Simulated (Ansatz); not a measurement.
An Ansatz (a first-principles code) run: LaAl2Ag3; PBEsol, PAW, 420 eV (Ansatz; no SOC).

Input:

Ansatz 0.2 input:
```yaml
crystal:
  lattice:
    - [2.7233413124, -4.8315898104, 0]
    - [2.7233413124, 4.8315898104, 0]
    - [0, 0, 4.4695433977]
  atoms:
    - { symbol: La, position: [0, 0, 0] }
    - { symbol: Al, position: [0.5, 0, 0.5] }
    - { symbol: Al, position: [0, 0.5, 0.5] }
    - { symbol: Ag, position: [0.6765956456, 0.3234043544, 0] }
    - { symbol: Ag, position: [0.3234043544, 0.6765956456, 0] }
    - { symbol: Ag, position: [0.5, 0.5, 0.5] }
basis: { ecutwfc: 420, ecutrho_ratio: 4, xc_grid: 2, fft_grid_basis: typed }
kpoints: { mp_grid: { grid: [10, 10, 11] } }
hamiltonian:
  xc: pbesol
  dispersion: none
  pseudopotentials: { kind: paw }
scf: { occupations: { method: fermi_dirac, width: 0.05 }, convergence: { dr2_threshold: 0.0000000006 } }
output: { forces: true, stress: true }
```

Output (explanatory and most iteration lines left out):

```
Pseudopotential: La, paw, valence charge 11
Pseudopotential: Al, paw, valence charge 3
Pseudopotential: Ag, paw, valence charge 19
Crystal: 6 atoms, lattice volume = 117.621 Å³
Basis set: ecut = 420 eV, 2311 PW (Γ), exchange–correlation on 80×80×60 points (8 copies of the dense FFT grid, shifted against one another)
Bands: 43, of which v1, the nominal top of the filled ones, is band 37 counted from 1 (36 counted from 0)
Symmetry: 8 space group operations
Space group: Cmmm (ITA 65), of the structure as read, at distance tolerance 4.9e-5 Å
k-points: 186 of 1100
Functional: x = pbesol(κ = 0.804, μ = 0.12345679012345678), c = pbesol(β = 0.046)
SCF iter   1: F=—  HF=-29779.324508 eV  |F-HF|=—  |Δ(HF+E_count)|=         —  Δρ=5.32e-3  dr2=3.33e-2  ethr=1.77e-3  ⟨swp⟩=6.3  Hψ=28420  notcnv=0  defer=1
SCF iter   2: F=—  HF=-29779.318899 eV  |F-HF|=—  |Δ(HF+E_count)|=   5.61e-3  Δρ=1.61e-3  dr2=2.58e-3  ethr=4.49e-5  ⟨swp⟩=2.3  Hψ=17344  notcnv=0  defer=63
SCF 1 converged in 9 iterations: F = -29779.318335 eV  dr2 = 4.14e-10
SCF converged after 9 iterations
Free energy (F): -29779.318335 eV
Internal energy: -29779.296761 eV  (E = F + TS)
E sigma→0 (E₀):  -29779.307548 eV
Entropy (-TS):   -0.021574 eV (-3.596 meV/atom)
Fermi energy:    13.258620 eV
--- Forces (eV/Å), atoms counted from 1 ---
  atom   1  La     0.00000000     0.00000000     0.00000000
  atom   2  Al    -0.00000000     0.00000000     0.00000000
  atom   3  Al     0.00000000    -0.00000000     0.00000000
  atom   4  Ag    -0.00000000     0.00004970     0.00000000
  atom   5  Ag     0.00000000    -0.00004970    -0.00000000
  atom   6  Ag     0.00000000     0.00000000    -0.00000000
--- Stress (GPa, compression-positive) ---
       -0.001118       0.000000       0.000000
        0.000000      -0.003410      -0.000000
        0.000000      -0.000000      -0.005682
  P = ⅓ Tr σ = -0.0034 GPa (-0.034 kbar)
```

No phonon test of stability was made. The cell is LaAl$_{2}$Ag$_{3}$ (space group Cmmm, No. 65; a cell from a computed database, its experimental status unchecked).
